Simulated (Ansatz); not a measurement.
Base system: Ti$_{3}$Al (space group P6_3/mmc, No. 194; a = 5.747 Å, c = 4.632 Å). Axes: x lies along a and z along c of the hexagonal cell.

Computed with r2SCAN (Ansatz, a quantum-chemistry and plane-wave program; PAW; 500 eV plane waves; without spin-orbit coupling).

Before the change:

```
Item               Result
---------------  --------
Volume per atom  16.56 Å³
Pressure          0.0 GPa
```

Modification: biaxial strain +2.51 %, plane normal [001], relaxed out of plane (Cartesian); in-plane vectors clamped, the third vector and the atoms free.

Task: What does the calculation give for the energy relative to the base, volume per atom and pressure after the change?

Result: The energy goes up by 15 meV/atom; the volume per atom increases by 0.59 Å³ (16.56 Å³ → 17.15 Å³); the pressure (mean of the normal stresses, compression positive) goes from zero to -3.8 GPa.

Whether these cells are dynamically stable was not tested. The final runs are not spin-polarised.
